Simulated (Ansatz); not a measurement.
Worked example: self-consistent single point of K3Nb (I4/mmm, 4 atoms in the cell) in Ansatz (a quantum-chemistry and plane-wave program).

Method: PBE (plane waves, PAW; Ansatz).

```
CELL_PARAMETERS angstrom
     -2.77628     2.77628     6.18401
      2.77628    -2.77628     6.18401
      2.77628     2.77628    -6.18401
ATOMIC_POSITIONS crystal
  K  0.50000 0.50000 0.00000
  K  0.75000 0.25000 0.50000
  K  0.25000 0.75000 0.50000
  Nb 0.00000 0.00000 0.00000
```

Reference input (self-consistent single point, DFT, PBE, plane waves, default PAW files): kpoints.mp_grid.grid = 6 6 6; hamiltonian.xc = pbe; hamiltonian.pseudopotentials = {kind: paw} (the program's default PAW files); scf.occupations.method = gaussian; scf.occupations.width = 0.136 eV. This run's input differs from it in these lines:

```diff
@@ -21,3 +21,3 @@
     method: gaussian
-    width: 0.136
+    width: 0.15
 output:
```

The program printed (abridged):

```
SCF iter   1: F=—  HF=-9159.672189 eV  |F-HF|=—  |Δ(HF+E_count)|=         —  Δρ=7.52e-3  dr2=9.71e-2  ethr=1.77e-3  ⟨swp⟩=5.7  Hψ=3008  notcnv=0
all-band conjugate gradients solve this SCF's bands
preconditioner: auto → Kerker (q_TF=auto, 2.103 Å⁻¹)
SCF iter   2: F=—  HF=-9159.666298 eV  |F-HF|=—  |Δ(HF+E_count)|=   5.89e-3  Δρ=3.51e-3  dr2=1.52e-2  ethr=2.43e-4  ⟨swp⟩=1.0  Hψ=961  notcnv=0
   [... lines left out ...]
SCF iter   5: F=—  HF=-9159.667485 eV  |F-HF|=—  |Δ(HF+E_count)|=   1.89e-4  Δρ=1.36e-4  dr2=6.87e-5  ethr=2.59e-6  ⟨swp⟩=2.0  Hψ=830  notcnv=0
SCF iter   6: F=—  HF=-9159.667505 eV  |F-HF|=—  |Δ(HF+E_count)|=   1.97e-5  Δρ=3.79e-5  dr2=4.37e-6  ethr=1.72e-7  ⟨swp⟩=2.0  Hψ=876  notcnv=0
SCF iter   7: F=—  HF=-9159.667507 eV  |F-HF|=—  |Δ(HF+E_count)|=   2.01e-6  Δρ=9.21e-6  dr2=2.81e-7  ethr=1.09e-8  ⟨swp⟩=2.0  Hψ=848  notcnv=0
SCF iter   8: F=-9159.667507 eV  HF=-9159.667507 eV  |F-HF|=1.12e-8  |Δ(HF+E_count)|=   1.48e-7  Δρ=3.36e-6  dr2=5.51e-8  ethr=2.50e-10  ⟨swp⟩=4.9  Hψ=2673  notcnv=0
SCF 1 converged in 8 iterations: F = -9159.667507 eV  dr2 = 5.51e-8
Free energy (F): -9159.667507 eV
Internal energy: -9159.481133 eV  (E = F + TS)
E sigma→0 (E₀):  -9159.574320 eV
Entropy (-TS):   -0.186374 eV (-46.594 meV/atom)
Fermi energy:    3.844469 eV
--- Forces (eV/Å), atoms counted from 1 ---
  atom   1  K      0.00000000     0.00000000    -0.00000000
   [... zero for the other atoms too ...]
--- Stress (GPa, compression-positive) ---
       -0.376495       0.000000       0.000000
        0.000000      -0.376495       0.000000
        0.000000      -0.000000      -0.694633
  P = ⅓ Tr σ = -0.4825 GPa (-4.825 kbar)
  The stress holds the Pulay correction. Without it, at fixed plane waves, as pw.x and ABINIT print it: P = -0.4859 GPa
```

The run converged in 8 iterations. Against the reference run the free energy drops by 4.2 meV/atom and the pressure hardly changes (-0.50 to -0.48 GPa).

The starting cell was generated: these elements placed on a structure prototype, without a prior relaxation; it need not be a known phase or ordering of this composition. Its lattice was rescaled by a random factor within 2.5 % of one. Spin polarisation is off. Ansatz's pressure includes its estimate of the finite-basis (Pulay) stress.

Keys are those of Ansatz 0.2.
